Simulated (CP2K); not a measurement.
## Input and output of a self-consistent single point for CaSe (Fm-3m, 2 atoms in the cell) (CP2K)

Method: PBE, GPW, DZVP-MOLOPT-SR-GTH basis, GTH-PBE potentials (GTH_POTENTIALS) in CP2K 2026.2.

Input:

```
&GLOBAL
  PROJECT scf
  RUN_TYPE ENERGY_FORCE
  PRINT_LEVEL MEDIUM
&END GLOBAL
&FORCE_EVAL
  METHOD Quickstep
  STRESS_TENSOR ANALYTICAL
  &DFT
    BASIS_SET_FILE_NAME BASIS_MOLOPT
    POTENTIAL_FILE_NAME GTH_POTENTIALS
    &QS
      METHOD GPW
      EPS_DEFAULT 1E-10
    &END QS
    &MGRID
      CUTOFF 500
      REL_CUTOFF 50
      NGRIDS 5
    &END MGRID
    &SCF
      SCF_GUESS ATOMIC
      EPS_SCF 1E-7
      MAX_SCF 100
      ADDED_MOS 4
      &DIAGONALIZATION
        ALGORITHM STANDARD
      &END DIAGONALIZATION
      &MIXING
        METHOD BROYDEN_MIXING
        ALPHA 0.2
        NBUFFER 12
        BETA 1.5
      &END MIXING
      &SMEAR ON
        METHOD GAUSSIAN
        SIGMA [eV] 0.01
      &END SMEAR
    &END SCF
    &KPOINTS
      SCHEME MONKHORST-PACK 6 6 6
      GAMMA_CENTERED T
    &END KPOINTS
    &XC
      &XC_FUNCTIONAL PBE
      &END XC_FUNCTIONAL
    &END XC
    &PRINT
      &MO
        EIGENVALUES T
        OCCUPATION_NUMBERS T
        NDIGITS 8
        FILENAME mo
        &EACH
          QS_SCF 0
        &END EACH
        ADD_LAST NUMERIC
      &END MO
      &MULLIKEN ON
      &END MULLIKEN
    &END PRINT
  &END DFT
  &SUBSYS
    &CELL
      A 4.28456500 0.00000000 0.00000000
      B 2.14228300 3.71054200 0.00000000
      C 2.14228300 1.23684700 3.49833300
      PERIODIC XYZ
    &END CELL
    &COORD
      SCALED
      Ca       0.00000000     0.00000000     0.00000000
      Se       0.50000000     0.50000000     0.50000000
    &END COORD
    &KIND Ca
      BASIS_SET DZVP-MOLOPT-SR-GTH
      POTENTIAL GTH-PBE-q10
    &END KIND
    &KIND Se
      BASIS_SET DZVP-MOLOPT-SR-GTH
      POTENTIAL GTH-PBE-q6
    &END KIND
  &END SUBSYS
  &PRINT
    &FORCES ON
    &END FORCES
    &STRESS_TENSOR ON
    &END STRESS_TENSOR
  &END PRINT
&END FORCE_EVAL
```

Log, with long lists cut:

```
 GLOBAL| Method name                                                        CP2K
 GLOBAL| Project name                                                        scf
 GLOBAL| Run type                                                   ENERGY_FORCE

 CELL| Volume [angstrom^3]:                                            55.616702
 CELL| Vector a [angstrom]:       4.285     0.000     0.000   |a| =     4.284565
 CELL| Vector b [angstrom]:       2.142     3.711     0.000   |b| =     4.284565
 CELL| Vector c [angstrom]:       2.142     1.237     3.498   |c| =     4.284565
 CELL| Angle (b,c), alpha [degree]:                                    60.000002
 CELL| Angle (a,c), beta  [degree]:                                    59.999995
 CELL| Angle (a,b), gamma [degree]:                                    59.999993
 CELL| Numerically orthorhombic:                                              NO
 CELL| Periodicity                                                           XYZ

 DFT| Spin restricted Kohn-Sham (RKS) calculation                            RKS
 DFT| Multiplicity                                                             1
 DFT| Number of spin states                                                    1
 DFT| Charge                                                                   0
 DFT| XC density smoothing                                                  NONE
 DFT| XC derivatives                                                          PW

 QS| Method:                                                                 GPW
 QS| Density plane wave grid type                        NON-SPHERICAL FULLSPACE
 QS| Number of grid levels:                                                    5
 QS| Density cutoff [a.u.]:                                                250.0
 QS| Multi grid cutoff [a.u.]: 1) grid level                               250.0
   [... lines left out ...]
 BRILLOUIN| Wavefunction type                                            COMPLEX
 BRILLOUIN| List of Kpoints [2 Pi/Bohr]                                      112
 BRILLOUIN| Number           Weight            X              Y              Z
 BRILLOUIN|     1           0.00926       -0.33333       -0.33333       -0.33333
 BRILLOUIN|     2           0.00926       -0.33333       -0.33333       -0.16667
 BRILLOUIN|     3           0.00926       -0.33333       -0.33333        0.00000
   [... 109 lines left out ...]
 *******************************************************************************

 Extrapolation method: initial_guess

 Re-scaling the density matrix to get the right number of electrons
                  # Electrons              Trace(P)               Scaling factor
                           16                16.000                        1.000

 Number of electrons:                                                         16
 Number of occupied orbitals:                                                  8
 Number of molecular orbitals:                                                12

 Number of orbital functions:                                                 27
 Number of independent orbital functions:                                     27
 SCF WAVEFUNCTION OPTIMIZATION

  Step     Update method      Time    Convergence         Total energy    Change
     1 NoMix/Diag. 0.20E+00      -     1.91701927       -46.4009070510 -4.64E+01
     2 Broy./Diag. 0.20E+00      -     0.01527764       -45.9352280832  4.66E-01
     3 Broy./Diag. 0.20E+00      -     0.10696872       -46.1154673336 -1.80E-01
     4 Broy./Diag. 0.20E+00      -     0.00350020       -46.2682711259 -1.53E-01
     5 Broy./Diag. 0.20E+00      -     0.00612734       -46.3095636733 -4.13E-02
     6 Broy./Diag. 0.20E+00      -     0.00033480       -46.3125204630 -2.96E-03
     7 Broy./Diag. 0.20E+00      -     0.00061158       -46.3010144204  1.15E-02
   [... 2 lines left out ...]
    10 Broy./Diag. 0.20E+00      -     0.00004595       -46.3011499815 -1.12E-03
    11 Broy./Diag. 0.20E+00      -     0.00003892       -46.3017508069 -6.01E-04
    12 Broy./Diag. 0.20E+00      -     0.00000627       -46.3018739748 -1.23E-04
    13 Broy./Diag. 0.20E+00      -     0.00000812       -46.3018526248  2.14E-05
    14 Broy./Diag. 0.20E+00      -     0.00000009       -46.3018531480 -5.23E-07
  *** SCF run converged in    14 steps ***

  Electronic density on regular grids:        -15.9999999997        0.0000000003
  Core density on regular grids:               15.9999999984       -0.0000000016
  Total charge density on r-space grids:       -0.0000000013
  Total charge density g-space grids:          -0.0000000013

  Overlap energy of the core charge distribution:               0.00000000000000
  Self energy of the core charge distribution:                -92.24457142771763
  Core Hamiltonian energy:                                     21.41844045370620
  Hartree energy:                                              31.78706113057913
  Exchange-correlation energy:                                 -7.26278330459132
  Smearing free energy correction:                              0.00000000000000
  Fermi energy:                                                 0.18248991740461

  Total energy:                                               -46.30185314802362
  Total energy (extrapolated to sigma->0):                    -46.30185314802362

                     Mulliken Population Analysis

 #  Atom  Element  Kind  Atomic population                           Net charge
       1     Ca       1          9.403168                              0.596832
       2     Se       2          6.596832                             -0.596832
 # Total charge                             16.000000                  0.000000

 ENERGY| Total FORCE_EVAL ( QS ) energy [hartree]            -46.301848648579217

 FORCES| Atomic forces [hartree/bohr]
 FORCES|   Atom     x               y               z               |f|
 FORCES|      1 -3.31784587E-14 -1.60481476E-14 -4.09913078E-14   5.51238649E-14
 FORCES|      2 -5.12948967E-15 -1.60207650E-14 -1.17878386E-14   2.05409278E-14
 FORCES| Sum    -3.83079483E-14 -3.20689126E-14 -5.27791464E-14
 FORCES| Total atomic force                                       7.26742895E-14

 STRESS| Analytical stress tensor [bar]
 STRESS|                        x                   y                   z
 STRESS|      x       -1.65449939789E+04   4.15546688570E-04   2.93951123543E-04
 STRESS|      y        4.15546688570E-04  -1.65453450236E+04  -1.12652494483E-01
 STRESS|      z        2.93951123543E-04  -1.12652494483E-01  -1.65453119847E+04
 STRESS| 1/3 Trace                                            -1.65452169957E+04
```

The run converged in 14 iterations.

The starting cell comes from a database of computed structures (which also holds hypothetical and non-ambient phases and stackings), without a prior relaxation at this level. Its lattice was rescaled by a random factor within 2.5 % of one. Values carry the incompleteness of an atom-centred basis.
